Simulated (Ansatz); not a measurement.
**CdS: pressure 7 GPa**

The parent structure is CdS in the zinc blende structure (space group F-43m, No. 216; a = 5.927 Å).

Modification: cell and atoms relaxed at a pressure of 7 GPa.

Computed with Ansatz (a quantum-chemistry and plane-wave program), PBE, PAW, cutoff 420 eV, no spin-orbit coupling. k-mesh 10×10×10 (Γ-centred); smearing 0.05 eV (Fermi–Dirac).

```json
[
 {"quantity": "volume per atom", "base": "26.02 Å³", "changed": "23.46 Å³", "shift": "-2.56 Å³"},
 {"quantity": "lattice parameter a", "base": "5.927 Å", "changed": "5.726 Å", "shift": "-0.201 Å"},
 {"quantity": "shortest interatomic distance", "base": "2.566 Å", "changed": "2.479 Å", "shift": "-0.087 Å"},
 {"quantity": "enthalpy H = E + PV relative to the base's energy", "base": "–", "changed": "+1.08 eV/atom", "shift": "–"},
 {"quantity": "band gap", "base": "1.04 eV", "changed": "1.26 eV", "shift": "+0.22 eV"},
 {"quantity": "gap character", "base": "direct at Γ", "changed": "direct at Γ", "shift": "–"},
 {"quantity": "electron mass", "base": "0.12 mₑ (at Γ)", "changed": "0.13 mₑ (at Γ)", "shift": "–"},
 {"quantity": "hole mass (degenerate bands, along [100])", "base": "0.13, 0.82, 0.82 mₑ (at Γ)", "changed": "0.14, 0.71, 0.71 mₑ (at Γ)", "shift": "–"}
]
```

Load acts through the strain it causes; cell and atoms are relaxed under it. Effective masses come from finite differences of ±0.01 Å⁻¹. Stability against distortions was not tested. Tetrahedral semiconductors of this kind turn to denser phases somewhere between about 1 and 50 GPa; those were not computed, so compressed cells here can lie past the real transition.
